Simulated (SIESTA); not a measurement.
Worked example: self-consistent single point of WSi₂ (P1, 3 atoms in the cell) in SIESTA.

Level of theory: GGA PBE, numerical atomic orbitals TZP, PseudoDojo PBE standard norm-conserving potentials (rewritten from UPF to PSML) (SIESTA 5.4.2).

The change in words: lattice scaled by 0.98. Reference geometry:
```yaml
crystal:
  lattice:
    - [-1.60500, 1.60500, 3.91500]
    - [1.60500, -1.60500, 3.91500]
    - [1.60500, 1.60500, -3.91500]
  atoms:
    - { symbol: Si, position: [0.66474, 0.66077, 0.99957] }
    - { symbol: Si, position: [0.32434, 0.33524, 0.97244] }
    - { symbol: W, position: [0.01092, 0.00399, 0.02799] }
```

Reference input (self-consistent single point, DFT, GGA PBE, numerical atomic orbitals TZP, PseudoDojo PBE standard norm-conserving potentials (rewritten from UPF to PSML)): XC.functional = GGA; XC.authors = PBE; potentials = PseudoDojo PBE standard; PAO.BasisSize = TZP; PAO.EnergyShift = 0.01 Ry; MeshCutoff = 350 Ry; kgrid.MonkhorstPack = 7 7 9; OccupationFunction = MP; OccupationMPOrder = 0; ElectronicTemperature = 0.136 eV; MaxSCFIterations = 150; SCF.Mixer.Method = Pulay. This run's input differs from it in these lines:

```diff
@@ -12,5 +12,5 @@
 %block LatticeVectors
-    -1.605000000    1.605000000    3.915000000
-     1.605000000   -1.605000000    3.915000000
-     1.605000000    1.605000000   -3.915000000
+    -1.572900000    1.572900000    3.836700000
+     1.572900000   -1.572900000    3.836700000
+     1.572900000    1.572900000   -3.836700000
 %endblock LatticeVectors
@@ -18,5 +18,5 @@
 %block AtomicCoordinatesAndAtomicSpecies
-    -0.007058790    0.005691330    5.191031610  1
-    -0.026747325   -0.061720275    2.690164845  1
-     0.033807720    0.056027340   -0.051192540  2
+    -0.006917614    0.005577503    5.087210978  1
+    -0.026212379   -0.060485869    2.636361548  1
+     0.033131566    0.054906793   -0.050168689  2
 %endblock AtomicCoordinatesAndAtomicSpecies
```

Log, with long lists cut:

```
        iscf     Eharris(eV)        E_KS(eV)     FreeEng(eV)     dDmax    Ef(eV) dHmax(eV)
   scf:    1    -2265.661162    -2291.225391    -2291.229361  1.796596 -3.331811  9.803103
   scf:    2    -2295.144608    -2293.898409    -2293.899979  0.148279 -3.900734  2.207109
   scf:    3    -2294.039008    -2293.989629    -2293.990887  0.039467 -4.018465  0.639758
   scf:    4    -2294.023414    -2294.008812    -2294.010258  0.028127 -4.057224  0.227621
   scf:    5    -2294.010653    -2294.010204    -2294.011573  0.013106 -4.092578  0.106606
   scf:    6    -2294.009798    -2294.010395    -2294.011825  0.003334 -4.079688  0.075840
   scf:    7    -2294.010680    -2294.010578    -2294.011989  0.001331 -4.084744  0.012838
   scf:    8    -2294.010589    -2294.010585    -2294.011994  0.000320 -4.085921  0.000795
   scf:    9    -2294.010587    -2294.010586    -2294.011994  0.000044 -4.086118  0.001565
   scf:   10    -2294.010584    -2294.010585    -2294.011994  0.000028 -4.085979  0.000337
SCF Convergence by DM+H criterion
max |DM_out - DM_in|         :     0.0000280182
max |H_out - H_in|      (eV) :     0.0003366602
SCF cycle converged after 10 iterations

Using DM_out to compute the final energy and forces

siesta: E_KS(eV) =            -2294.0106

siesta: E_KS - E_eggbox =     -2294.0106

siesta: Atomic forces (eV/Ang):
     1    0.174821    0.083967    0.649554
     2    0.653242    1.302927   -2.145988
     3   -0.828218   -1.385871    1.496918
   Tot   -0.000154    0.001022    0.000485
   Max    2.145988
   Res    1.156455    sqrt( Sum f_i^2 / 3N )
   Max    2.145988    constrained

Stress tensor Voigt[x,y,z,yz,xz,xy] (kbar):     -233.84     -226.12     -256.04       21.35       10.86      -14.03
(Free)E + p*V (eV/cell)    -2288.3561
Target enthalpy (eV/cell)    -2294.0120

   [... lines left out ...]
siesta: FreeEng =     -2294.011994
siesta: Cell volume =         37.968204 Ang**3
siesta:         238.66642502        275.65600786  kBar
   [... lines left out ...]
              0.277   0.220   0.550   0.705   0.591   0.698   0.639  -0.023

             -0.179  -0.121  -0.176  -0.064   0.426   0.505   0.345   0.507

              0.141

mulliken: Qtot =       22.000

Mulliken Atomic Populations:
Atom #   charge [q] valence [e]  Species
     1    -0.365517    4.365517  Si
     2    -0.406156    4.406156  Si
     3     0.771673   13.228327  W
 Total    -0.000000
```

The run converged in 10 iterations. Against the reference run the free energy rises by 75.3 meV/atom, the pressure goes from 7.50 to 23.87 GPa and the largest force goes from 2.051 to 2.594 eV/Å.

The starting cell has typed, rounded lattice constants, without a prior relaxation at this level. Its atoms were displaced at random from the sites of space group no. 139. For this run, on top of that: lattice scaled by 0.98. Spin polarisation is off. Values carry the incompleteness of an atom-centred basis. With a pressure of about 24 GPa the cell is away from its equilibrium volume at this level. Forces in this geometry exceed 1 eV/Å.

Cost on one core of a shared machine: roughly 80 s.
